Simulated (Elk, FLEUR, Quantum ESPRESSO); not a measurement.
## One structure in several programs: EuCd3 (Fm-3m, 4 atoms in the cell)

Self-consistent single point, at a second geometry (lattice scaled by 0.98). First geometry:

```
EuCd3
1.0
    0.00000     3.66090     3.66090
    3.66090     0.00000     3.66090
    3.66090     3.66090     0.00000
Eu Cd
1 3
Direct
  0.00000   0.00000   0.00000
  0.25000   0.25000   0.25000
  0.75000   0.75000   0.75000
  0.50000   0.50000   0.50000
```
Moments meant for the start (each program seeds them in its own way; μB, in the order of the atoms Eu Cd Cd Cd): 7.0 0.0 0.0 0.0.

Shared settings, as Quantum ESPRESSO writes them: occupations = smearing; smearing = fermi-dirac; degauss = 0.0036749 Ry; nspin = 2; K_POINTS = automatic 7 7 7 0 0 0. Potentials and cutoffs stand in the table.

```tsv
code	model	ΔF from the first geometry (meV/atom)	size of the net moment (μB/atom)	cutoff
Elk	PBEsol, all-electron FP-LAPW, Elk's shipped species files, APW+lo basis with extra local orbitals	-16.7	1.75	rgkmax 7.5
Quantum ESPRESSO	PBEsol, SSSP 1.1.2 efficiency (PBE) pseudopotentials	-12.4	1.73	50 Ry
FLEUR	PBEsol, all-electron FLAPW (FLEUR), scalar-relativistic valence	-9.6	1.74	Kmax 3.8 1/bohr
```

On Elk's run: spin-orbit coupling is off. With one magnetic atom in the cell only a parallel order is possible. With U or open f shells several self-consistent states can exist. The f electrons are in the valence without U or exact exchange, which can misplace them near the Fermi level. Spin-orbit terms, which matter for f shells, are left out.

The spread over the programs that give each value: ΔF from the first geometry within 7.1 meV/atom; size of the net moment within 0.02 μB/atom.

Elk and FLEUR treat all electrons, but the usual bases taken here (sphere radii, linearisation, local orbitals, empty states) were not tested for convergence, so the values are no reference for the others.

The starting cell comes from a database of computed structures (which also holds hypothetical and non-ambient phases and stackings), without a prior relaxation at this level. For this run, on top of that: lattice scaled by 0.98.

Left out of this page: Ansatz (with a known weakness of the program).
